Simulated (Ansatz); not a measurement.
The parent structure is Ag in the fcc (Cu type) structure (space group Fm-3m, No. 225; a = 4.0538 Å; relaxed with 0.1 eV smearing). Axes: x, y, z lie along the cube axes.

All numbers come from Ansatz (a first-principles code) PBEsol, no spin-orbit coupling.

The change: the cell is stretched by 2.00 % along z with no lateral relaxation; the atoms relax in the strained cell.

**Question.** Predict the stress tensor and what it implies for the stiffness.

**Answer.** Stress of the strained cell less that of the base (GPa, compression positive):
```
   -1.9     0.0     0.0
    0.0    -1.9     0.0
    0.0     0.0    -2.7
```

Then −Δσ_ii/ε with ε = 0.0200 gives secant stiffness values (nonlinear terms included at this strain): C33 ≈ 137 GPa, C13 ≈ 97 GPa and C23 ≈ 97 GPa.

Whether these cells are dynamically stable was not tested.
